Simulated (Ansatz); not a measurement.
The parent structure is ZnS in the zinc blende structure (space group F-43m, No. 216; a = 5.357 Å).

Now apply this change: cell and atoms relaxed at a pressure of 22.5 GPa.

Levels (all Ansatz, a first-principles code, PAW): PBEsol (420 eV, scalar-relativistic without spin-orbit coupling); r2SCAN (500 eV, without spin-orbit coupling); HSE06 (420 eV, no spin-orbit coupling).

At the geometry relaxed with PBEsol, these levels gave the following band gaps, in shuffled order: (a) 3.16 eV, (b) 3.81 eV, (c) 2.67 eV.

Match each gap to its level.

(a) r2SCAN; (b) HSE06; (c) PBEsol.

Single points use the geometry relaxed with PBEsol. HSE06 was sampled on its mesh, a few special points and the semilocal edge points, so its gap is an upper bound. Load acts through the strain it causes; cell and atoms are relaxed under it. Stability against distortions was not tested. Measured, ZnS leaves this structure (for rock salt) near 14.7 GPa (temperature not stated; as listed in Datta, Sujoy, Jana, Debnarayan, arXiv (2020)), on rising pressure, with hysteresis.
